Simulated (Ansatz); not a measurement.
Base system: ZrC in the rock salt structure (space group Fm-3m, No. 225; a = 4.6691 Å; relaxed with 0.1 eV smearing). Axes: x, y, z lie along the cube axes.

All numbers come from DFT with PBEsol, PAW potentials and a 420 eV plane-wave cutoff in Ansatz (a first-principles code), scalar-relativistic without spin-orbit coupling.

Strains are applied to the cell and any free atomic positions relax.

One change was made to it. Results:

```tsv
quantity	base	after
energy relative to the base (free energy F)	0 meV/atom	+1.0 meV/atom
shortest interatomic distance	2.335 Å	2.335 Å
pressure (mean of the normal stresses, compression positive)	0.0 GPa	0.0 GPa
```

Question: Name the change that was made.
A) uniaxial strain ε_zz = +2.30 %
B) tensor shear ε_yz = +3.60 %
C) strain tensor (xx, yy, zz, yz, xz, xy) = (+0.29, −1.17, −0.49, +1.21, −0.34, −0.93) %
D) tensor shear ε_xz = −0.64 %

Answer: D, tensor shear ε_xz = −0.64 %. For comparison, the energy relative to the base in the other runs: tensor shear ε_yz = +3.60 % gives +32 meV/atom; strain tensor (xx, yy, zz, yz, xz, xy) = (+0.29, −1.17, −0.49, +1.21, −0.34, −0.93) % gives +9.8 meV/atom; uniaxial strain ε_zz = +2.30 % gives +9.6 meV/atom.

Stability against distortions was not tested. The final runs are not spin-polarised.
